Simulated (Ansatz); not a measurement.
Functionals compared on the (20-23) surface of hcp Y in its 1x1 cell, outermost plane spacing 0.20 Å in the ideal cut, in Ansatz (plane waves, PAW). The structure was relaxed with PBE; the other rows are single points on it, each with its references at the same level. Cutoff 420 eV (500 eV for r2SCAN).

Set-up: 18 atoms, 9.9 Å thick at the start (thin: gaps and levels are the slab's own); mesh 10x3x1; 0.1 eV smearing; dipole correction on; all atoms relaxed; held to the part of the start's symmetry that mesh and held atoms allow; no spin, no spin-orbit, no U. These notes are the PBE run's.

```tsv
functional	surface energy (J/m²)	work function of the top face (eV)	rough cost of the single point
PBE	1.00	2.96	–
LDA	1.13	3.14	around 6 core-minutes (rough)
PBEsol	1.09	3.01	about 6 core-minutes (a rough figure)
RPBE	0.92	2.85	about 5 core-minutes (a rough figure)
r2SCAN	…	…	around 11 core-minutes (rough)
```

**Question.** What belongs in the gaps?

**Answer.** 
- r2SCAN, surface energy (J/m²): 1.06
- r2SCAN, work function of the top face (eV): 2.96

Ansatz is a first-principles code.
